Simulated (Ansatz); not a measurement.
The starting structures come from a database of crystals and need not be the phases stable at ambient conditions.

Tunnelling through a barrier is set by its complex band structure: the current falls as exp(−2κd) with the smallest κ.

Input:

```xyz
18
Lattice="6.7997 0.0000 0.0000 0.0000 8.3411 0.0000 1.6862 0.0000 4.4560" Properties=species:S:1:pos:R:3 pbc="T T T"
Ti     4.2430     4.1706     2.2280
Ti     0.8431     0.0000     2.2280
Se     7.0627     2.9885     3.8619
Se     1.4232     5.3526     0.5940
Se     4.8231     7.1591     0.5940
Se     3.6629     1.1820     3.8619
O      7.5775     7.0564     3.7178
O      0.9085     1.2847     0.7382
O      4.3083     2.8859     0.7382
O      4.1776     5.4553     3.7178
O      5.7720     7.9072     1.7870
O      2.7140     0.4339     2.6690
O      6.1138     3.7367     2.6690
O      2.3722     4.6045     1.7870
O      3.5174     2.8238     3.3916
O      4.9685     5.5173     1.0644
O      1.5687     6.9944     1.0644
O      6.9173     1.3468     3.3916
```

Space group of this cell: P2_1/c. The cell is taken as given; by r2SCAN its mean pressure is -0.7 GPa.

Transport runs along the normal of the first two printed cell vectors.

The gap is the functional's own, uncorrected, and κ follows it; spin-orbit coupling is left out. Mid-gap values are interpolated between the computed energies.

Task: Give the band gap and the smallest decay constant κ at mid-gap that r2SCAN (Ansatz, a first-principles code) yields.

Result: Gap 2.91 eV on a 6×4×8 mesh; κ = 0.399 1/Å, at (0.500, 0.500) of the in-plane reciprocal vectors. At the zone centre, at the nearest computed energy, the slowest state has κ = 0.41 1/Å.
